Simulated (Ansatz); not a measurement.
What pressure 0.7 GPa does to CrI3

The parent structure is CrI3 in the BiI3 type structure (space group R-3, No. 148; a = 6.656 Å, c = 18.623 Å (hexagonal axes); ferromagnetic; layered, stacked along the Cartesian z axis).

Modification: cell and atoms relaxed at a pressure of 0.7 GPa.

Level of theory: Ansatz (a program for electronic structure) PBEsol-D3(BJ), without spin-orbit coupling. k-mesh 6×6×6 (Γ-centred); smearing 0.05 eV (Fermi–Dirac).

The volume per atom falls by 0.76 Å³ (29.77 Å³ → 29.01 Å³) and the lattice parameter a drops by 0.047 Å to 6.609 Å. The c/a ratio drops by 0.014, from 2.798 to 2.784 and the enthalpy H = E + PV relative to the base's energy is +0.13 eV/atom. The band gap falls by 0.052 eV to 0.88 eV and the gap character goes from indirect, k = (0.167, 0.167, -1/3) in the run's primitive reciprocal basis → T to indirect, Γ → T. The smallest direct gap falls by 0.02 eV, from 1.06 eV to 1.04 eV and the width of the top valence band grows by 0.07 eV to 0.99 eV. The magnetic state stays ferromagnetic and the largest site moment stays essentially unchanged (2.86 μB against 2.84 μB).

The magnetic state is the one reached from the starting moments; the real material's order can differ, and small cells can't hold many antiferromagnetic ones. Spin-orbit coupling, missing from the scalar runs, can matter with I. Load acts through the strain it causes; cell and atoms are relaxed under it. Whether these cells are dynamically stable was not tested.
